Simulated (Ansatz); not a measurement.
Ni on the 1x1 (111) surface of fcc Pt, one in a 2x2 cell, energies for each (27.3 Å²). Energies are against an atom of fcc Ni, ferromagnetic, without zero-point or thermal terms; each row is named by its start. No converged result for: 1 more start.

Level of theory: PBE (plane waves to 420 eV, PAW; Ansatz, a quantum-chemistry and plane-wave program).

Model: 17-atom slab, 6.9 Å thick at the start under the adsorbate (thin: gaps and levels are the slab's own), 6x6x1 mesh, Fermi-Dirac 0.1 eV, dipole correction, 8 atoms held, the rest relaxed; each run with such symmetry as its start has; spin-polarised, no spin-orbit, no U, no dispersion correction.

A negative adsorption energy means that the adsorbate is more stable on the surface than in its reference. Heights count from the host atoms within 0.3 Å of the top one.

```
starting site                           E_ads (eV)  height (Å)  nearest host atom (Å)  bonded to  Δ work function (eV)  lateral drift (Å)  moment (μB)
--------------------------------------  ----------  ----------  ---------------------  ---------  --------------------  -----------------  -----------
top Pt                                        2.25  (withheld)                Pt 2.29         Pt            (withheld)                0.0          1.8
hollow Pt-Pt-Pt over Pt at depth 2.3 Å        1.05  (withheld)                Pt 2.44       3 Pt                 -1.67                0.0          1.8
hollow Pt-Pt-Pt over Pt at depth 4.6 Å        0.98        1.79                Pt 2.43       3 Pt                 -1.67                0.0          1.4
```

Question: Fill in the missing entries.

Answer: 
- top Pt, height (Å): 2.13
- top Pt, Δ work function (eV): -1.88
- hollow Pt-Pt-Pt over Pt at depth 2.3 Å, height (Å): 1.80
